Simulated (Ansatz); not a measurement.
## What Cr vacancy, symmetric start does to Cr

Start from a 12-atom supercell of Cr in the bcc (W type) structure (space group Im-3m, No. 229; a = 2.8142 Å; non-magnetic) at its relaxed geometry.

Modification: one Cr atom is removed, atoms relaxed at fixed cell.

All numbers come from DFT with PBEsol, PAW potentials and a 420 eV plane-wave cutoff in Ansatz (a quantum-chemistry and plane-wave program), spin-orbit coupling left out. Settings: 8×8×6 k-points, 0.05 eV Fermi–Dirac smearing.

```yaml
pressure: -7.5 GPa (base 0.1 GPa)
energy_gained_by_relaxation: 0.03 eV
largest_displacement_of_a_host_atom_from_its_site_in_the_perfect_cell: 0.04 Å
mean_distance_from_the_defect_site_to_its_nearest_host_atoms: 2.43 Å (base 2.44 Å)
```

Final structure:

```
CELL_PARAMETERS angstrom
     -2.81421     2.81421     2.81421
      2.81421    -2.81421     2.81421
      4.22132     4.22132    -1.40711
ATOMIC_POSITIONS crystal
  Cr 0.00000 0.50000 0.00000
  Cr 0.50000 0.00000 0.00000
  Cr 0.50000 0.50000 0.00000
  Cr 0.33377 0.33377 0.33528
  Cr 0.16265 0.16265 0.67137
  Cr 0.33091 0.83585 0.33021
  Cr 0.16415 0.66909 0.66979
  Cr 0.83585 0.33091 0.33021
  Cr 0.66909 0.16415 0.66979
  Cr 0.83735 0.83735 0.32863
  Cr 0.66623 0.66623 0.66472
```

Other magnetic orders, which the real material may have, were not ruled out. The cell is small, so the values are those of an ordered compound at a high defect concentration; dilute-limit values will differ. The defect started on the symmetric site and kept its symmetry, so it may sit on a saddle. Starting moments died away, wholly or in part, for Cr vacancy and the base; another magnetic solution may exist. Spin-polarised in the final run: Cr vacancy; the other runs are not. Real Cr is antiferromagnetic at low temperature and ambient pressure, an order that this cell doesn't hold. The defect cell is spin-polarised and ends with 0.0 μB.
